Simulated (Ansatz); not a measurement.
A periodic model of amorphous As48Se72:

```xyz
120
Lattice="15.2713 -0.5471 -0.1878 -0.5471 14.0572 -0.3342 -0.1878 -0.3342 14.6579" Properties=species:S:1:pos:R:3 pbc="T T T"
As     7.0460     6.0558     0.6239
As    11.0864    11.5050     0.5239
As     9.6075    10.0372     4.1534
As     3.6976     1.4800     0.7334
As    12.4305     9.5278     7.5961
As     4.2714     8.9677     8.7027
As     0.5720    12.9628     9.3736
As     8.9030     8.7581     1.1674
As    14.0048    12.1374     6.1556
As     3.7385    12.4587     1.6871
As     7.4251     6.2290     3.1956
As     2.7881    10.3947    11.5242
As     6.4135     2.7528     9.7660
As    10.1702     2.0284     8.6950
As     8.9191     2.8028     1.6290
As     1.5724     9.0489     0.4609
As    12.2975     0.5977     1.2610
As    13.4039     8.8007     0.3317
As     7.6996     6.9369     8.9644
As     5.0921     5.9571     6.9082
As    14.0403     4.0784     0.8350
As     0.5578     9.4715     8.8139
As    13.2177     3.0046     5.6740
As     2.9714     6.4702    13.2978
As     8.7557    10.5974    12.3452
As     7.9316    13.1819     8.2737
As     2.2286     6.1986     9.6243
As     2.0065     4.6508     7.0544
As     9.0082     4.5657    12.6254
As    10.4248     4.9645     6.0427
As     8.2875     0.9245     4.7058
As    12.4836     2.2067    12.1246
As     5.7178    10.8654    13.0546
As    11.8728    -0.3556    10.0460
As    10.9036     7.3070    11.0574
As    12.3149     7.4147     4.5269
As     3.9871     0.5499    11.1505
As     7.1668     9.6410     6.6905
As     1.0458    11.4234     2.7283
As    13.6583    10.3318    12.1322
As    11.5902     5.2212     9.8265
As     3.1625     6.3449     2.0957
As     0.3059     1.0994    12.7194
As    15.0944     0.1465     3.2604
As     0.8822     4.1887     4.0341
As     3.6267    11.9841     5.1325
As     6.4938     2.0780    13.5684
As     5.5608     3.1168     4.3310
Se     4.2430     5.2451     0.1857
Se     5.1076     3.5152     6.6863
Se     3.7340     8.6972     1.4574
Se    10.7825     8.0391     6.2987
Se    10.5457    10.8655    10.7302
Se     5.5773     5.8392     9.3965
Se     1.2031     7.9918    10.8444
Se     5.7543     0.1803     1.2242
Se     4.0326     2.3143     9.4519
Se    11.9472     2.8910     0.5131
Se     1.5581     6.2155     5.1703
Se    13.5876     7.9210     8.9814
Se     4.8098     8.9184    11.8710
Se    12.7532     6.0262     0.6058
Se     3.6828    12.1893    12.9335
Se     6.9734    12.1305     6.3055
Se    14.7729     2.9530    12.6035
Se    13.4879    11.9953     8.7388
Se     0.9361     1.2755    10.3070
Se    10.8290     2.5758     5.5905
Se     8.0538     3.3737     4.4959
Se     1.9312    10.2734     4.6483
Se    13.9042    11.2582    -0.1559
Se     9.4844     5.7687     0.2741
Se     6.8941     8.5430    -0.0374
Se    10.5550     9.0706    14.0199
Se    13.7071     4.2943     3.5601
Se     8.9362     0.4544     2.3530
Se     8.5697     6.8990    11.7109
Se    14.1349    11.8050     3.2090
Se     6.9770    12.0000    11.3380
Se    12.7849     5.1216     6.8411
Se     9.8322     0.9168    10.8997
Se     6.5651     0.7390    11.1698
Se    11.5204     9.1683     2.9833
Se     0.4444    12.1273    11.8782
Se     4.7831     9.2483     6.3109
Se     0.0040     8.9829     2.3489
Se     3.4193    11.2010     9.2624
Se     5.3365    11.5327     3.4539
Se     1.0686     6.6984    -0.0230
Se     5.8647     0.6972     4.7335
Se     8.9219     1.8238    13.8615
Se     2.4830    13.5722     3.5287
Se     2.6146     4.7914    11.6407
Se    10.8976     5.5806     3.6790
Se     6.5719     3.3790     1.3802
Se     5.0679     6.1655     3.8171
Se     9.3916     4.3764     9.1801
Se    10.2118    13.2949     7.4269
Se    14.7088     0.4523     0.8845
Se     1.5641    13.8068     0.3743
Se    12.9292     1.8521     9.6211
Se     0.3043     4.9468     8.7389
Se     7.3915     6.5572     6.4630
Se     3.5188     2.0349    13.0555
Se    14.3527     9.6646     6.0379
Se     1.1732     2.6525     5.8878
Se     1.9407     8.1879     7.3580
Se    14.1828     8.0006    12.8071
Se     2.2111     3.4905     2.2678
Se     0.9010    13.5186     6.6454
Se     7.5296     8.6880     3.5464
Se     7.7716     1.4383     7.8385
Se     6.4773     4.2894    12.4272
Se    11.9071     4.8893    12.2163
Se     6.8408     9.4065     9.1536
Se    10.1251     8.9861     9.3378
Se    13.2765    -0.3064    12.5982
Se     8.9084    11.1736     2.0100
Se    12.6883     0.4978     3.6941
Se     9.6424    12.5008    13.5555
```

These are PBE-D3(BJ), scalar-relativistic without spin-orbit coupling, PAW (Ansatz default set, large-core Se) (plane waves to 420 eV; Ansatz, a quantum-chemistry and plane-wave program) values and carry that method's errors.

Preparation: random packing, a CHGNet melt and quench, and a DFT relaxation. The hot cell started wider than the set density and was brought back towards it in steps. It is the lowest in DFT energy of 8 quenches. It is a model cell: composition and starting density were chosen by hand, and all elements were melted together. The geometry includes D3(BJ) dispersion. Its density started from a set value of 4.55 and ended at 4.91 g/cm³. The simulated quench (nominally 46 K/ps over its main leg) is rapid and tends to freeze in more defects than a deposited or slowly cooled glass has. Values belong to this one cell and scatter from quench to quench. Volume and shape were free in the relaxation. On a 2×2×2 Γ-centred mesh force components of up to 0.26 eV/Å stay, since the relaxation ran on the zone centre alone.

Bonds are counted up to As-As 2.86 Å, As-Se 2.76 Å, Se-Se 2.76 Å.

Question: Give the coordination numbers, mean bond lengths and angles.

Answer: 
* **Mean coordination of As**: 3.10 (43 with 3, 5 with 4)
* **Mean coordination of Se**: 2.04 (5 with 1, 59 with 2, 8 with 3)
* **Mean As-Se bond**: 2.493 Å (spread 0.085 Å, 145 counted)
* **Mean As-As bond**: 2.561 Å (spread 0.044 Å, 2 counted)
* **Mean Se-Se bond**: 2.377 Å (spread 0.000 Å, 1 counted)
* **Bond angle at As**: mean 97.7°, spread 13.5°
* **Bond angle at Se**: mean 93.0°, spread 11.2°

Question: List the pairs of like atoms that count as bonded by the rules above.

Answer: As1-As11 (2.61 Å), As35-As41 (2.52 Å), Se53-Se116 (2.38 Å).
